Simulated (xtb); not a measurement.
xtb 6.7.1, GFN1-xTB: Co(SH)(acac)(OH2)2 (CC1=CC(C)=[O]->[Co](<-[OH2])(<-[OH2])([SH])[O]1), charge 0, multiplicity 4, 23 atoms. The geometry is a generated start, not checked to be a minimum at this level.

```json
{
 "run_flags": "--grad",
 "method": "GFN1-xTB",
 "--acc": "1 (default)",
 "--etemp (K)": "300 (default)",
 "basis_functions": "80",
 "valence_electrons": "71"
}
```

```xyz
23

Co    -0.6479     1.3666     0.5051
S      0.8300     3.0683     0.6733
H      1.7206     2.4115     1.3982
C      0.0275    -1.0312    -2.9975
C      0.0015    -0.6609    -1.5290
C      0.6743    -1.4880    -0.6286
C      0.7696    -1.2427     0.7469
C      1.5575    -2.2429     1.5691
O      0.2742    -0.2627     1.3593
O     -0.6487     0.3789    -1.2283
H      0.7189    -1.8437    -3.1939
H     -0.9734    -1.3273    -3.3084
H      0.3116    -0.1580    -3.5812
H      1.1713    -2.3641    -1.0135
H      1.4405    -2.0245     2.6276
H      1.2180    -3.2549     1.3634
H      2.6120    -2.1751     1.3076
O     -2.2711     2.6716    -0.4244
H     -2.3745     2.2183    -1.2679
H     -1.8129     3.4979    -0.6030
O     -1.7667     1.4400     2.4467
H     -1.5219     2.2812     2.8489
H     -1.3105     0.7417     2.9293
```

Charge 0 and multiplicity 4 are set for this test and not shown to be the ground state. GFN-xTB has no spin term: --uhf 3 sets the occupations alone.

One run each on 1 thread. Values of broydamp tried: 0.02, 0.05, 0.1, 0.2, 0.4 (default), 0.6, 0.8, 1.

### Question
How does the count of SCC iterations change with broydamp, and where is it least?

### Answer
Fewest SCC iterations: 0.4 (default) with 15. The count rises to 40 at 0.02. All converge to one solution.

```json
[
 {"broydamp": "0.02", "SCC iterations": "40", "end": "same solution"},
 {"broydamp": "0.05", "SCC iterations": "23", "end": "same solution"},
 {"broydamp": "0.1", "SCC iterations": "18", "end": "same solution"},
 {"broydamp": "0.2", "SCC iterations": "17", "end": "same solution"},
 {"broydamp": "0.4 (default)", "SCC iterations": "15", "end": "same solution"},
 {"broydamp": "0.6", "SCC iterations": "18", "end": "same solution"},
 {"broydamp": "0.8", "SCC iterations": "20", "end": "same solution"},
 {"broydamp": "1", "SCC iterations": "22", "end": "same solution"}
]
```
